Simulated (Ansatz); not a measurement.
```cif
data_Ca4O4
_chemical_formula_sum 'Ca4 O4'
_space_group_name_H-M_alt 'Fm-3m'
_space_group_IT_number 225
_space_group_name_Hall '-F 4 2 3'
_cell_length_a 4.79485
_cell_length_b 4.79485
_cell_length_c 4.79485
_cell_angle_alpha 90.000
_cell_angle_beta 90.000
_cell_angle_gamma 90.000
loop_
_atom_site_label
_atom_site_type_symbol
_atom_site_symmetry_multiplicity
_atom_site_Wyckoff_symbol
_atom_site_fract_x
_atom_site_fract_y
_atom_site_fract_z
_atom_site_occupancy
Ca1 Ca 4 a 0.00000 0.00000 0.00000 1
O1 O 4 b 0.50000 0.50000 0.50000 1
```
(The calculation used a cell of 2 atoms; values per cell refer to that cell.)

Task: Estimate the lattice thermal conductivity at 800 K from the phonon Boltzmann equation with three-phonon and isotope scattering, DFT at the r2SCAN level (Ansatz, a quantum-chemistry and plane-wave program) (third-order constants from a 128-atom supercell out to 5.1 Å, harmonic mesh 8×8×8, k mesh 8×8×8, scattering mesh 19×19×19).

Result: κ = 11 W/(m K). The result is for a perfect infinite crystal and omits four-phonon processes.
